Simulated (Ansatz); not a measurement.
## Parameter sweep on Bi₂Se₃ (R-3m, 5 atoms in the cell)

```
CELL_PARAMETERS angstrom
      2.04958     1.18332     9.75675
     -2.04958     1.18332     9.75675
      0.00000    -2.36665     9.75675
ATOMIC_POSITIONS crystal
  Bi 0.39844 0.39844 0.39844
  Bi 0.60156 0.60156 0.60156
  Se 0.00000 0.00000 0.00000
  Se 0.21572 0.21572 0.21572
  Se 0.78428 0.78428 0.78428
```

Base run A: Ansatz (an electronic-structure program) with PBE, PAW files, self-consistent single point.

Its settings: basis.ecutwfc = 420 eV; kpoints.mp_grid.grid = 4 4 4; hamiltonian.xc = pbe; hamiltonian.pseudopotentials = {kind: paw} (the program's default PAW files); scf.occupations.method = fermi_dirac; scf.occupations.width = 0.05 eV.

The starting cell comes from a database of computed structures (which also holds hypothetical and non-ambient phases and stackings), without a prior relaxation at this level. Its lattice was rescaled by a random factor within 2.5 % of one. Spin-orbit coupling is off. In the base run, with a pressure of about 4 GPa the cell is away from its equilibrium volume at this level. Ansatz's pressure includes its estimate of the finite-basis (Pulay) stress.

ΔF is the free energy per atom less that of run A. 

The first pressure column holds Ansatz's estimate of the finite-basis (Pulay) stress, which hides part of the cutoff error; the other is without it.

In some runs the Pulay estimate is large (up to 21 GPa), a sign of a cutoff far from converged.

```csv
run,change,ΔF (meV/atom),pressure (GPa),largest force (eV/Å),gap on the mesh (eV),pressure at a fixed set of plane waves (GPa)
A,base,0.00,4.12,0.448,0.416,4.11
B,lattice scaled by 0.97,121.1,12.14,1.350,0.354,12.12
C,lattice scaled by 0.97; basis.ecutwfc: 420 eV → 250 eV,568.5,12.46,1.320,0.396,-8.96
D,lattice scaled by 0.985,46.0,7.74,0.871,0.388,7.72
E,lattice scaled by 0.985; basis.ecutwfc: 420 eV → 250 eV,494.3,7.93,0.848,0.417,-12.49
F,lattice scaled by 1.015,-20.9,1.17,0.076,0.437,1.16
G,lattice scaled by 1.015; basis.ecutwfc: 420 eV → 250 eV,418.9,1.21,0.093,0.468,-17.08
H,lattice scaled by 1.03,-20.3,-1.23,0.250,0.453,-1.24
I,lattice scaled by 1.03; basis.ecutwfc: 420 eV → 250 eV,418.1,-1.14,0.239,0.476,-18.68
J,basis.ecutwfc: 420 eV → 250 eV,445.1,4.16,0.452,0.452,-15.13
```

Run C against A: The free energy rises by 569 meV/atom, the pressure goes from 4.12 to 12.46 GPa, the largest force goes from 0.448 to 1.320 eV/Å and the gap on the mesh goes from 0.416 to 0.396 eV.

Run H against A: The free energy falls by 20.3 meV/atom, the pressure goes from 4.12 to -1.23 GPa, the largest force goes from 0.448 to 0.250 eV/Å and the gap on the mesh goes from 0.416 to 0.453 eV.

Run E against A: The free energy rises by 494 meV/atom, the pressure goes from 4.12 to 7.93 GPa, the largest force goes from 0.448 to 0.848 eV/Å and the gap on the mesh hardly changes (0.416 to 0.417 eV).

Keys are those of Ansatz 0.2.
